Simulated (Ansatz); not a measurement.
**HgTe, pressure series**

Consider HgTe in the zinc blende structure (space group F-43m, No. 216).

```yaml
crystal:
  lattice:
    - [0.00000, 3.25489, 3.25489]
    - [3.25489, 0.00000, 3.25489]
    - [3.25489, 3.25489, 0.00000]
  atoms:
    - { symbol: Hg, position: [0.00000, 0.00000, 0.00000] }
    - { symbol: Te, position: [0.25000, 0.25000, 0.25000] }
```

Cell and atoms are relaxed at each pressure.

Computed with plane-wave PAW DFT at the PBEsol level (Ansatz, a quantum-chemistry and plane-wave program, 420 eV), no spin-orbit coupling.

Notes on the quantities. enthalpy: H = E + PV relative to the base's energy.

```
case                    enthalpy  shortest interatomic distance
-----------------  -------------  -----------------------------
base                           –                        2.819 Å
pressure −2 GPa    -0.44 eV/atom                        2.871 Å
pressure −1 GPa    -0.22 eV/atom                        2.843 Å
pressure 0.9 GPa   +0.19 eV/atom                        2.800 Å
pressure 2.1 GPa   +0.44 eV/atom                        2.777 Å
pressure 4.5 GPa   +0.93 eV/atom                        2.739 Å
pressure 9 GPa     +1.79 eV/atom                        2.684 Å
pressure 15 GPa    +2.87 eV/atom                        2.630 Å
pressure 22.5 GPa  +4.14 eV/atom                        2.578 Å
pressure 30 GPa    +5.34 eV/atom                        2.537 Å
```

A case with no gap was solved on a k-mesh chosen for an insulator, which is coarse for it. Load acts through the strain it causes; cell and atoms are relaxed under it. No phonon test of stability was made. Tetrahedral semiconductors of this kind turn to denser phases somewhere between about 1 and 50 GPa; those were not computed, so compressed cells here can lie past the real transition. All final runs are without spin polarisation.
